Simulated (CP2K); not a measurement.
## A self-consistent single point of KAlH3 (Pm-3m, 5 atoms in the cell) with CP2K

Method of the run: CP2K 2026.2 with LDA (Pade form), GPW, DZVP-MOLOPT-SR-GTH basis, GTH-PADE potentials (GTH_POTENTIALS).

Input:

```
&GLOBAL
  PROJECT calc
  RUN_TYPE ENERGY_FORCE
  PRINT_LEVEL MEDIUM
&END GLOBAL
&FORCE_EVAL
  METHOD Quickstep
  STRESS_TENSOR ANALYTICAL
  &DFT
    BASIS_SET_FILE_NAME BASIS_MOLOPT
    POTENTIAL_FILE_NAME GTH_POTENTIALS
    &QS
      METHOD GPW
      EPS_DEFAULT 1E-10
    &END QS
    &MGRID
      CUTOFF 500
      REL_CUTOFF 40
      NGRIDS 5
    &END MGRID
    &SCF
      SCF_GUESS ATOMIC
      EPS_SCF 1E-6
      MAX_SCF 100
      ADDED_MOS 4
      &DIAGONALIZATION
        ALGORITHM STANDARD
      &END DIAGONALIZATION
      &MIXING
        METHOD BROYDEN_MIXING
        ALPHA 0.3
        NBUFFER 8
        BETA 1
      &END MIXING
      &SMEAR ON
        METHOD FERMI_DIRAC
        ELECTRONIC_TEMPERATURE [K] 1160.45
      &END SMEAR
    &END SCF
    &KPOINTS
      SCHEME MONKHORST-PACK 8 8 8
      GAMMA_CENTERED T
    &END KPOINTS
    &XC
      &XC_FUNCTIONAL PADE
      &END XC_FUNCTIONAL
    &END XC
    &PRINT
      &MO
        EIGENVALUES T
        OCCUPATION_NUMBERS T
        NDIGITS 8
        FILENAME mo
        &EACH
          QS_SCF 0
        &END EACH
        ADD_LAST NUMERIC
      &END MO
      &MULLIKEN ON
      &END MULLIKEN
    &END PRINT
  &END DFT
  &SUBSYS
    &CELL
      A 3.98168000 0.00000000 0.00000000
      B 0.00000000 3.98168000 0.00000000
      C 0.00000000 0.00000000 3.98168000
      PERIODIC XYZ
    &END CELL
    &COORD
      SCALED
      K        0.50000000     0.50000000     0.50000000
      Al       0.00000000     0.00000000     0.00000000
      H        0.00000000     0.50000000     0.00000000
      H        0.50000000     0.00000000     0.00000000
      H        0.00000000     0.00000000     0.50000000
    &END COORD
    &KIND K
      BASIS_SET DZVP-MOLOPT-SR-GTH
      POTENTIAL GTH-PADE-q9
    &END KIND
    &KIND Al
      BASIS_SET DZVP-MOLOPT-SR-GTH
      POTENTIAL GTH-PADE-q3
    &END KIND
    &KIND H
      BASIS_SET DZVP-MOLOPT-SR-GTH
      POTENTIAL GTH-PADE-q1
    &END KIND
  &END SUBSYS
  &PRINT
    &FORCES ON
    &END FORCES
    &STRESS_TENSOR ON
    &END STRESS_TENSOR
  &END PRINT
&END FORCE_EVAL
```

Output (repeated stretches shortened):

```
 GLOBAL| Method name                                                        CP2K
 GLOBAL| Project name                                                       calc
 GLOBAL| Run type                                                   ENERGY_FORCE

 CELL| Volume [angstrom^3]:                                            63.124661
 CELL| Vector a [angstrom]:       3.982     0.000     0.000   |a| =     3.981680
 CELL| Vector b [angstrom]:       0.000     3.982     0.000   |b| =     3.981680
 CELL| Vector c [angstrom]:       0.000     0.000     3.982   |c| =     3.981680
 CELL| Angle (b,c), alpha [degree]:                                    90.000000
 CELL| Angle (a,c), beta  [degree]:                                    90.000000
 CELL| Angle (a,b), gamma [degree]:                                    90.000000
 CELL| Numerically orthorhombic:                                             YES
 CELL| Periodicity                                                           XYZ

 DFT| Spin restricted Kohn-Sham (RKS) calculation                            RKS
 DFT| Multiplicity                                                             2
 DFT| Number of spin states                                                    1
 DFT| Charge                                                                   0
 DFT| XC density smoothing                                                  NONE
 DFT| XC derivatives                                                          PW

 QS| Method:                                                                 GPW
 QS| Density plane wave grid type                        NON-SPHERICAL FULLSPACE
 QS| Number of grid levels:                                                    5
 QS| Density cutoff [a.u.]:                                                250.0
 QS| Multi grid cutoff [a.u.]: 1) grid level                               250.0
   [... lines left out ...]
 BRILLOUIN| Wavefunction type                                            COMPLEX
 BRILLOUIN| List of Kpoints [2 Pi/Bohr]                                      260
 BRILLOUIN| Number           Weight            X              Y              Z
 BRILLOUIN|     1           0.00391       -0.37500       -0.37500       -0.37500
 BRILLOUIN|     2           0.00391       -0.37500       -0.37500       -0.25000
 BRILLOUIN|     3           0.00391       -0.37500       -0.37500       -0.12500
   [... 257 lines left out ...]
 *******************************************************************************

 Extrapolation method: initial_guess

 Re-scaling the density matrix to get the right number of electrons
                  # Electrons              Trace(P)               Scaling factor
                           15                15.000                        1.000

 Number of electrons:                                                         15
 Number of occupied orbitals:                                                  8
 Number of molecular orbitals:                                                12

 Number of orbital functions:                                                 42
 Number of independent orbital functions:                                     42
 SCF WAVEFUNCTION OPTIMIZATION

  Step     Update method      Time    Convergence         Total energy    Change
     1 NoMix/Diag. 0.30E+00      -     0.73100488       -31.8744104972 -3.19E+01
     2 Broy./Diag. 0.30E+00      -     0.01555762       -32.4059296291 -5.32E-01
     3 Broy./Diag. 0.30E+00      -     0.03260989       -32.1344706691  2.71E-01
     4 Broy./Diag. 0.30E+00      -     0.00528802       -32.0656614751  6.88E-02
     5 Broy./Diag. 0.30E+00      -     0.00549161       -32.0552377034  1.04E-02
     6 Broy./Diag. 0.30E+00      -     0.00072288       -32.0554406923 -2.03E-04
     7 Broy./Diag. 0.30E+00      -     0.00035293       -32.0574048546 -1.96E-03
     8 Broy./Diag. 0.30E+00      -     0.00020224       -32.0572639572  1.41E-04
     9 Broy./Diag. 0.30E+00      -     0.00005212       -32.0570167623  2.47E-04
    10 Broy./Diag. 0.30E+00      -     0.00001473       -32.0570294296 -1.27E-05
    11 Broy./Diag. 0.30E+00      -     0.00000176       -32.0570535810 -2.42E-05
    12 Broy./Diag. 0.30E+00      -     0.00000012       -32.0570569773 -3.40E-06
  *** SCF run converged in    12 steps ***

  Electronic density on regular grids:        -14.9999999999        0.0000000001
  Core density on regular grids:               14.9999999984       -0.0000000016
  Total charge density on r-space grids:       -0.0000000015
  Total charge density g-space grids:          -0.0000000015

  Overlap energy of the core charge distribution:               0.00000000000010
  Self energy of the core charge distribution:                -66.99751304629606
  Core Hamiltonian energy:                                     15.95399241669282
  Hartree energy:                                              25.02914825295008
  Exchange-correlation energy:                                 -6.04119057124006
  Electronic entropic energy:                                  -0.00149402936681
  Fermi energy:                                                 0.17713869182290

  Total energy:                                               -32.05705697732690
  Total energy (extrapolated to T->0):                        -32.05630996264350

                     Mulliken Population Analysis

 #  Atom  Element  Kind  Atomic population                           Net charge
       1     K        1          8.740683                              0.259317
       2     Al       2          3.495845                             -0.495845
       3     H        3          0.921157                              0.078843
       4     H        3          0.921157                              0.078843
       5     H        3          0.921157                              0.078843
 # Total charge                             15.000000                  0.000000

 ENERGY| Total FORCE_EVAL ( QS ) energy [hartree]            -32.057057128609451

 FORCES| Atomic forces [hartree/bohr]
 FORCES|   Atom     x               y               z               |f|
 FORCES|      1  7.09429140E-10  7.09204376E-10  7.09201167E-10   1.22850594E-09
 FORCES|      2  6.97440672E-13  6.36959938E-13  6.52322915E-13   1.14789661E-12
 FORCES|      3  2.54388073E-12 -8.18334742E-13  2.52070100E-12   3.67354522E-12
 FORCES|      4 -6.63143965E-13  2.54784163E-12  2.54218132E-12   3.65977359E-12
 FORCES|      5  2.57807445E-12  2.54718671E-12 -7.98075737E-13   3.71100429E-12
 FORCES| Sum     7.14585392E-10  7.14118030E-10  7.14118297E-10
 FORCES| Total atomic force                                       1.23715875E-09

 STRESS| Analytical stress tensor [bar]
 STRESS|                        x                   y                   z
 STRESS|      x       -4.35745350404E+04   5.68360941917E-05   5.68359906928E-05
 STRESS|      y        5.68360941917E-05  -4.35743799365E+04   5.68343979067E-05
 STRESS|      z        5.68359906928E-05   5.68343979067E-05  -4.35743799365E+04
 STRESS| 1/3 Trace                                            -4.35744316378E+04
```

The run converged in 12 iterations.

The starting cell comes from a database of computed structures (which also holds hypothetical and non-ambient phases and stackings), without a prior relaxation at this level. Values carry the incompleteness of an atom-centred basis. With a pressure of about -4 GPa the cell is away from its equilibrium volume at this level.
